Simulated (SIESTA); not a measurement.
## A short convergence ladder for ScSi (Cmcm, 4 atoms in the cell)

```xyz
4
Lattice="1.9870 -4.9287 0.0000 1.9870 4.9287 0.0000 0.0000 0.0000 3.6491" Properties=species:S:1:pos:R:3 pbc="T T T"
Sc     1.9870     3.5565     0.9123
Sc     1.9870    -3.5565     2.7368
Si     1.9870     0.7941     0.9123
Si     1.9870    -0.7941     2.7368
```

Base method: SIESTA 5.4.2 with LDA PW92, numerical atomic orbitals DZP, PseudoDojo LDA standard norm-conserving potentials (rewritten from UPF to PSML).

Base settings: XC.functional = LDA; XC.authors = PW92; potentials = PseudoDojo LDA standard; PAO.BasisSize = DZP; PAO.EnergyShift = 0.01 Ry; MeshCutoff = 300 Ry; kgrid.MonkhorstPack = 4 4 4; OccupationFunction = FD; ElectronicTemperature = 100 meV; MaxSCFIterations = 150.

**The force threshold of a relaxation**

On ScSi (Cm, 4 atoms in the cell): one atom moved by 0.15 angstrom.

In this ladder: MD.TypeOfRun = CG; MD.Steps = 40.

The mesh stays at the base's, so the ladder's end is converged at best in this setting alone.

Only quantities that move along the ladder and can be compared are tabulated.

| MD.MaxForceTol | free energy less the last step's (meV/atom) | largest force left (eV/Å) | relaxation steps |
|---|---|---|---|
| 0.2 eV/Ang | 0.16 | 0.0871 | 6 |
| 0.1 eV/Ang | 0.16 | 0.0871 | 6 |
| 0.05 eV/Ang | 0.01 | 0.0158 | 8 |
| 0.03 eV/Ang | 0.01 | 0.0158 | 8 |
| 0.02 eV/Ang | 0.01 | 0.0158 | 8 |
| 0.01 eV/Ang | 0.00 | 0.0045 | 10 |
| 0.005 eV/Ang | 0.00 | 0.0045 | 10 |
| 0.002 eV/Ang | 0.00 | 0.0007 | 12 |
| 0.001 eV/Ang | 0.00 | 0.0007 | 12 |

Coarsest MD.MaxForceTol that holds the largest force left within 0.005 eV/Å of the last step, with all finer ones: 0.01 eV/Ang; the step before is off by 0.015 eV/Å.

Coarsest MD.MaxForceTol that holds the free energy within 0.05 meV/atom of the last step, with all finer ones: 0.05 eV/Ang; the step before is off by 0.16 meV/atom.

On the base run: the starting cell comes from a database of computed structures (which also holds hypothetical and non-ambient phases and stackings), without a prior relaxation at this level. Its lattice was rescaled by up to half a per cent. Values carry the incompleteness of an atom-centred basis. In the base run, with a pressure of about -5 GPa the cell is away from its equilibrium volume at this level. Without a gap this mesh is coarse (it stands for a supercell whose shortest vector is 15 Å).
